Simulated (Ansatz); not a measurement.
Computed with PBE (plane waves to 420 eV, PAW; Ansatz, a quantum-chemistry and plane-wave program).

Planar average of the electrostatic potential across the slab, in eV from the Fermi level, for a constructed model of the (0001) surface of hcp Zr, a pseudomorphic layer of In in the host's stacking (bottom of the slab: a bare face, its two planes held):

```
z (Å)  V (eV)
-----  ------
3.85     4.18
4.15     4.18
4.44     4.17
4.74     4.15
5.04     4.12
5.33     4.06
5.63     3.94
5.93     3.73
6.22     3.32
6.52     2.59
6.81     1.30
7.11    -0.99
7.41    -5.25
7.70   -11.92
8.00   -17.14
8.30   -17.61
8.59   -13.02
8.89    -6.08
9.19    -1.39
9.48    -0.02
9.78    -1.48
10.07   -6.29
10.37  -13.22
10.67  -17.59
10.96  -16.76
11.26  -11.24
11.56   -4.54
11.85   -0.86
12.15   -0.21
12.44   -2.34
12.74   -7.88
13.04  -14.55
13.33  -17.84
13.63  -15.85
13.93   -9.71
14.22   -3.46
14.52   -0.53
14.81   -0.47
15.11   -3.24
15.41   -9.36
15.70  -15.63
16.00  -17.89
16.30  -14.85
16.59   -8.26
16.89   -2.57
17.19   -0.29
17.48   -0.80
17.78   -4.30
18.07  -10.90
18.37  -16.58
18.67  -17.67
18.96  -13.54
19.26   -6.69
19.56   -1.83
19.85   -0.49
20.15   -2.13
20.44   -7.29
20.74  -14.02
21.04  -17.74
21.33  -16.26
21.63  -10.39
21.93   -3.96
22.22   -0.54
22.52    0.27
22.81   -1.55
23.11   -6.37
23.41  -10.76
23.70  -12.48
24.00  -11.34
24.30   -7.33
24.59   -2.02
24.89    1.32
25.19    2.84
25.48    3.61
25.78    3.99
26.07    4.18
26.37    4.27
26.67    4.32
26.96    4.34
27.26    4.35
27.56    4.36
27.85    4.36
28.15    4.36
```

Model: 7-atom slab, 15.6 Å thick at the start, 13x13x1 mesh, Fermi-Dirac 0.1 eV, dipole correction, 2 atoms held, the rest relaxed; symmetry of the start imposed; no spin, no spin-orbit, no U. It is one candidate, not shown to be the stable structure of the face.

The vacuum level lies 4.36 eV above the Fermi level over the top face and 4.19 eV above it under the bottom face.
